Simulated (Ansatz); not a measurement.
Data:

```xyz
2
Lattice="3.1983 0.0000 -0.1219 -1.5991 2.7698 0.0609 -0.1924 0.0000 5.0488" Properties=species:S:1:pos:R:3 pbc="T T T"
Hf    -0.1443     1.8538     3.7866
Hf     1.5511     0.9160     1.2013
```

No spin polarisation.

Calculations: plane-wave PAW DFT at the r2SCAN level (Ansatz, a program for electronic structure, 500 eV), no spin-orbit coupling. Settings: 21×21×12 k-points, 0.1 eV Fermi–Dirac smearing.

### Question
Predict the band gap and stress.

### Answer
The band gap is zero and the stress (xx, yy, zz, yz, xz, xy; compression positive) comes out as (0.0, -0.1, 0.4, 0.0, 4.2, 0.0) GPa.

The cells carry an imposed strain or load. Stability against distortions was not tested. The final runs are not spin-polarised. The cell was made from Hf in the hcp (Mg type) structure (space group P6_3/mmc, No. 194) by this change: tensor shear ε_xz = −3.81 %.
